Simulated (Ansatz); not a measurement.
An Ansatz (an electronic-structure program) input (PBEsol in Ansatz (plane waves to 420 eV, PAW, no SOC)):

Ansatz 0.2 input:
```yaml
crystal:
  lattice:
    - [0.0218372519, 1.9155484155, 1.9155484155]
    - [1.9155484155, 0.0218372519, 1.9155484155]
    - [1.9373856675, 1.9373856675, 0]
  atoms:
    - { symbol: Ir, position: [0, 0, 0] }
basis: { ecutwfc: 420, ecutrho_ratio: 4, xc_grid: 2, fft_grid_basis: typed }
kpoints: { mp_grid: { grid: [29, 29, 29] } }
hamiltonian:
  xc: pbesol
  dispersion: none
  pseudopotentials: { kind: paw }
scf: { occupations: { method: fermi_dirac, width: 0.1 }, convergence: { dr2_threshold: 0.0000000001 } }
relax: { f_tol: 0.005, max_steps: 50 }
output: { forces: true, stress: true }
checkpoint: { write: state.ck, write_every: 1000 }
```

Task: Which symmetry and how many k-points will the program report, and about how many plane waves at Γ?

Result: Space group Immm (ITA 71) with 8 operations, k-points 3375 of 24389, and 283 plane waves at Γ.

Task: And the final pressure?

Result: 0.27 GPa (compression positive).

The cells carry an imposed strain or load. Whether these cells are dynamically stable was not tested. The final runs are not spin-polarised. The cell was made from Ir in the fcc (Cu type) structure (space group Fm-3m, No. 225) by this change: tensor shear ε_xy = +1.14 %.
